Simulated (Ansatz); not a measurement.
# Pressure series in BP

Start from BP in the zinc blende structure (space group F-43m, No. 216; a = 4.5366 Å).

Cell and atoms are relaxed at each pressure.

Method: plane-wave PAW DFT at the r2SCAN level (Ansatz, a quantum-chemistry and plane-wave program, 500 eV), spin-orbit coupling left out.

Candidates:
(a) pressure 7 GPa
(b) pressure 3 GPa
(c) pressure 30 GPa

Before the change:

* **Band gap**: 1.41 eV

Q: Order them by band gap, highest first.

A: (b) pressure 3 GPa (1.39 eV), (a) pressure 7 GPa (1.35 eV), (c) pressure 30 GPa (1.19 eV)

Load acts through the strain it causes; cell and atoms are relaxed under it. No phonon test of stability was made. Competing high-pressure phases were not computed.
